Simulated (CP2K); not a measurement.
Input and output of a self-consistent single point for InSb (F-43m, 2 atoms in the cell) (CP2K).

Computed with LDA (Pade form), GPW, DZVP-MOLOPT-SR-GTH basis, GTH-PADE potentials (GTH_POTENTIALS) run with CP2K.

```
CELL_PARAMETERS angstrom
      4.69039     0.00000     0.00000
      2.34520     4.06200     0.00000
      2.34520     1.35400     3.82969
ATOMIC_POSITIONS crystal
  In 0.00000 0.00000 0.00000
  Sb 0.25000 0.25000 0.25000
```

Reference input (self-consistent single point, DFT PBEsol, GPW, DZVP-MOLOPT-SR-GTH basis, GTH-PBE potentials (GTH_POTENTIALS)): CUTOFF = 500 Ry; REL_CUTOFF = 50 Ry; SMEAR/METHOD = FERMI_DIRAC; ELECTRONIC_TEMPERATURE = 1160.45 K; KPOINTS/SCHEME = MONKHORST-PACK 6 6 6; GAMMA_CENTERED = T; XC_FUNCTIONAL = PBE:PBESOL; In/BASIS_SET = DZVP-MOLOPT-SR-GTH-q13; In/POTENTIAL = GTH-PBE-q13; Sb/BASIS_SET = DZVP-MOLOPT-SR-GTH-q5; Sb/POTENTIAL = GTH-PBE-q5; METHOD = GPW. This run's input differs from it in these lines:

```diff
@@ -43,6 +43,3 @@
     &XC
-      &XC_FUNCTIONAL
-        &PBE
-          PARAMETRIZATION PBESOL
-        &END PBE
+      &XC_FUNCTIONAL PADE
       &END XC_FUNCTIONAL
@@ -77,3 +74,3 @@
       BASIS_SET DZVP-MOLOPT-SR-GTH-q13
-      POTENTIAL GTH-PBE-q13
+      POTENTIAL GTH-PADE-q13
     &END KIND
@@ -81,3 +78,3 @@
       BASIS_SET DZVP-MOLOPT-SR-GTH-q5
-      POTENTIAL GTH-PBE-q5
+      POTENTIAL GTH-PADE-q5
     &END KIND
```

Log, with long lists cut:

```
 SCF WAVEFUNCTION OPTIMIZATION

  Step     Update method      Time    Convergence         Total energy    Change
     1 NoMix/Diag. 0.30E+00      -     0.97046466       -62.0233739551 -6.20E+01
     2 Broy./Diag. 0.30E+00      -     0.07875765       -62.2623161655 -2.39E-01
     3 Broy./Diag. 0.30E+00      -     0.08408025       -62.0678483717  1.94E-01
     4 Broy./Diag. 0.30E+00      -     0.01096475       -61.9784240692  8.94E-02
     5 Broy./Diag. 0.30E+00      -     0.00114717       -61.9852624452 -6.84E-03
     6 Broy./Diag. 0.30E+00      -     0.00033030       -61.9877660912 -2.50E-03
     7 Broy./Diag. 0.30E+00      -     0.00003329       -61.9885491312 -7.83E-04
     8 Broy./Diag. 0.30E+00      -     0.00005432       -61.9882515484  2.98E-04
     9 Broy./Diag. 0.30E+00      -     0.00001159       -61.9881677887  8.38E-05
    10 Broy./Diag. 0.30E+00      -     0.00000417       -61.9881900529 -2.23E-05
    11 Broy./Diag. 0.30E+00      -     0.00000021       -61.9881956210 -5.57E-06
  *** SCF run converged in    11 steps ***

  Overlap energy of the core charge distribution:               0.00000000036936
  Self energy of the core charge distribution:               -101.90414991614097
  Core Hamiltonian energy:                                     30.27054119984029
  Hartree energy:                                              18.32408826808570
  Exchange-correlation energy:                                 -8.67846137254795
  Electronic entropic energy:                                  -0.00021380056925
  Fermi energy:                                                 0.11561660153849

  Total energy:                                               -61.98819562101159
  Total energy (extrapolated to T->0):                        -61.98808872072696

                     Mulliken Population Analysis

   [... lines left out ...]

 STRESS| Analytical stress tensor [bar]
 STRESS|                        x                   y                   z
 STRESS|      x       -2.93756586896E+04   6.31684816285E-02   4.47404280096E-02
 STRESS|      y        6.31684816285E-02  -2.93755636348E+04   1.30074271173E-02
 STRESS|      z        4.47404280096E-02   1.30074271173E-02  -2.93755761423E+04
 STRESS| 1/3 Trace                                            -2.93755994889E+04
```

The run converged in 11 iterations. Against the reference run the pressure goes from -0.93 to -2.94 GPa.

The starting cell comes from a database of computed structures (which also holds hypothetical and non-ambient phases and stackings), without a prior relaxation at this level. Values carry the incompleteness of an atom-centred basis. The run gives no clean gap (levels at the Fermi energy touch, overlap or are partly filled at this smearing), which alone does not show that the compound is a metal.
